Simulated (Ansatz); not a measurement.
Base system: Sn in the diamond structure (space group Fd-3m, No. 227; relaxed with 0.1 eV smearing).

```xyz
2
Lattice="0.0000 3.3281 3.3281 3.3281 0.0000 3.3281 3.3281 3.3281 0.0000" Properties=species:S:1:pos:R:3 pbc="T T T"
Sn     0.0000     0.0000     0.0000
Sn     1.6640     1.6640     1.6640
```

The values are results of PBE in Ansatz (plane waves to 420 eV, PAW, without spin-orbit coupling), not measurements.

Strains are applied to the cell and any free atomic positions relax.

One change was made to it. Results:

```tsv
quantity	base	after
energy relative to the base (free energy F)	0 meV/atom	+8.8 meV/atom
pressure	0.0 GPa	1.8 GPa
```

Problem. Which of these changes matches the shifts?
(A) isotropic strain −0.50 %
(B) isotropic strain −1.50 %
(C) isotropic strain +1.00 %
(D) isotropic strain −2.00 %

Solution. B, isotropic strain −1.50 %. For comparison, the energy relative to the base in the other runs: isotropic strain −0.50 % gives +0.9 meV/atom; isotropic strain +1.00 % gives +3.6 meV/atom; isotropic strain −2.00 % gives +16 meV/atom.

Stability against distortions was not tested.

Ansatz is a quantum-chemistry and plane-wave program.
